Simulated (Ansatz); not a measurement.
By LDA, the system below comes out a metal.

The ballistic (Sharvin) conductance counts the channels at the Fermi level: G/A = (e²/h) × channels of both spins per area.

Here is the system:

```yaml
crystal:
  lattice:
    - [3.80870, 0.00000, 0.00000]
    - [-1.90435, 3.29843, 0.00000]
    - [1.90435, 1.09948, 3.10979]
  atoms:
    - { symbol: Si, position: [0.50000, 0.75000, 0.75000] }
    - { symbol: Si, position: [0.50000, 0.25000, 0.25000] }
    - { symbol: Ni, position: [0.00000, 0.00000, 0.00000] }
```

The cell is taken as given; by LDA it stands under a pressure of -3.2 GPa.

The current flows along the normal of the first two printed cell vectors, the (111) plane of the conventional cell. No spin-orbit coupling; the value is a mean over 0.1 eV about the Fermi level.

Problem. State the ballistic conductance per area according to Ansatz (a first-principles code) with LDA.

Solution. 0.62 × 10¹⁵ S/m² for both spins.
